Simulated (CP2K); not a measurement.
Input and output of a self-consistent single point for CsCaH3 (P4mm, 5 atoms in the cell) (CP2K).

Computed with LDA (Pade form), GPW, DZVP-MOLOPT-SR-GTH basis, GTH-PADE potentials (GTH_POTENTIALS) (CP2K).

The change in words: lattice scaled by 0.98; KPOINTS/SCHEME: MONKHORST-PACK 3 3 3 → MONKHORST-PACK 8 8 8; GAMMA_CENTERED: default → T. Reference geometry:
```
CELL_PARAMETERS angstrom
      4.59808     0.00000     0.00000
      0.00000     4.59808     0.00000
      0.00000     0.00000     4.59808
ATOMIC_POSITIONS crystal
  Cs 0.00000 0.00000 0.01087
  Ca 0.50000 0.50000 0.50000
  H  0.50000 0.00000 0.50000
  H  0.00000 0.50000 0.50000
  H  0.50000 0.50000 0.00000
```

Reference input (self-consistent single point, DFT LDA (Pade form), GPW, DZVP-MOLOPT-SR-GTH basis, GTH-PADE potentials (GTH_POTENTIALS)): CUTOFF = 500 Ry; REL_CUTOFF = 40 Ry; KPOINTS/SCHEME = MONKHORST-PACK 3 3 3; XC_FUNCTIONAL = PADE; Cs/BASIS_SET = DZVP-MOLOPT-SR-GTH-q9; Cs/POTENTIAL = GTH-PADE-q9; Ca/BASIS_SET = DZVP-MOLOPT-SR-GTH-q10; Ca/POTENTIAL = GTH-PADE-q10; H/BASIS_SET = DZVP-MOLOPT-SR-GTH-q1; H/POTENTIAL = GTH-PADE-q1; METHOD = GPW; EPS_DEFAULT = 1e-10. This run's input differs from it in these lines:

```diff
@@ -36,3 +36,4 @@
     &KPOINTS
-      SCHEME MONKHORST-PACK 3 3 3
+      SCHEME MONKHORST-PACK 8 8 8
+      GAMMA_CENTERED T
     &END KPOINTS
@@ -59,3 +60,3 @@
     &CELL
-      ABC 4.59808400 4.59808400 4.59808400
+      ABC 4.50612200 4.50612200 4.50612200
       ALPHA_BETA_GAMMA 90.00000000 90.00000000 90.00000000
```

Output (repeated stretches shortened):

```
 SCF WAVEFUNCTION OPTIMIZATION

  Step     Update method      Time    Convergence         Total energy    Change
     1 NoMix/Diag. 0.40E+00      -     1.07456794       -58.6410610150 -5.86E+01
     2 Broy./Diag. 0.40E+00      -     0.01784732       -58.6200897904  2.10E-02
     3 Broy./Diag. 0.40E+00      -     0.04995898       -58.6255998719 -5.51E-03
     4 Broy./Diag. 0.40E+00      -     0.04504265       -58.7065544151 -8.10E-02
     5 Broy./Diag. 0.40E+00      -     0.01964139       -58.7300822847 -2.35E-02
     6 Broy./Diag. 0.40E+00      -     0.00956754       -58.7120733437  1.80E-02
   [... 4 lines left out ...]
    11 Broy./Diag. 0.40E+00      -     0.00002509       -58.7074738049  1.02E-04
    12 Broy./Diag. 0.40E+00      -     0.00001154       -58.7074125182  6.13E-05
    13 Broy./Diag. 0.40E+00      -     0.00000182       -58.7073975816  1.49E-05
    14 Broy./Diag. 0.40E+00      -     0.00000056       -58.7073950392  2.54E-06
  *** SCF run converged in    14 steps ***

  Overlap energy of the core charge distribution:               0.00000000000000
  Self energy of the core charge distribution:               -118.87763853342788
  Core Hamiltonian energy:                                     26.60543145479387
  Hartree energy:                                              42.81772925509539
  Exchange-correlation energy:                                 -9.25291721564275

  Total energy:                                               -58.70739503918138

 ENERGY| Total FORCE_EVAL ( QS ) energy [hartree]            -58.707397966878595

 FORCES| Atomic forces [hartree/bohr]
 FORCES|   Atom     x               y               z               |f|
 FORCES|      1  1.71336603E-12  1.71549398E-12 -1.74883451E-03   1.74883451E-03
   [... lines left out ...]

 STRESS| Analytical stress tensor [bar]
 STRESS|                        x                   y                   z
 STRESS|      x       -1.04353490236E+04  -7.89872180822E-06  -8.42774934583E-06
 STRESS|      y       -7.89872180822E-06  -1.04353548740E+04  -8.41508715102E-06
 STRESS|      z       -8.42774934583E-06  -8.41508715102E-06  -1.04550778664E+04
 STRESS| 1/3 Trace                                            -1.04419272547E+04
```

The run converged in 14 iterations. Against the reference run the free energy falls by 16.6 meV/atom, the pressure goes from -2.70 to -1.04 GPa, the largest force goes from 0.070 to 0.090 eV/Å and the gap on the mesh goes from 3.700 to 2.600 eV.

The starting cell comes from a database of computed structures (which also holds hypothetical and non-ambient phases and stackings), without a prior relaxation at this level. Its lattice was rescaled by up to half a per cent. One atom was moved a little off its site on purpose. For this run, on top of that: lattice scaled by 0.98. Values carry the incompleteness of an atom-centred basis.

Cost on one core of a shared machine: roughly 60 s.
